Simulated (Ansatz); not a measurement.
The reference is GaN in the wurtzite structure (space group P6_3mc, No. 186; a = 3.183 Å, c = 5.184 Å). Axes: x lies along a and z along c of the hexagonal cell.

All numbers come from r2SCAN (Ansatz, an electronic-structure program, PAW, spin-orbit coupling left out).

Strains are applied to the cell and any free atomic positions relax; under biaxial strain the out-of-plane vector relaxes too; under stress the whole cell relaxes.

One change was made to it. Results:

```csv
quantity,base,after
electron mass,"0.17 mₑ along c, 0.19 mₑ across (at Γ)","0.17 mₑ out of plane, 0.18 mₑ in plane (at Γ)"
band gap,2.35 eV,2.27 eV
"valence-band top at Γ (three highest levels, from the VBM)","0.00, 0.00, -0.04 eV","0.00, -0.03, -0.03 eV"
```

Task: Which of these changes matches the shifts?
A) isotropic strain +4.11 %
B) biaxial strain +0.82 %, plane normal [001], relaxed out of plane
C) uniaxial stress, 1 GPa compression along x

Result: B, biaxial strain +0.82 %, plane normal [001], relaxed out of plane. For comparison, the band gap in the other runs: isotropic strain +4.11 % gives 1.51 eV; uniaxial stress, 1 GPa compression along x gives 2.34 eV.

Masses are band curvatures over ±0.01 Å⁻¹ around the edge. Beyond what the load breaks, stability against distortions was not tested.
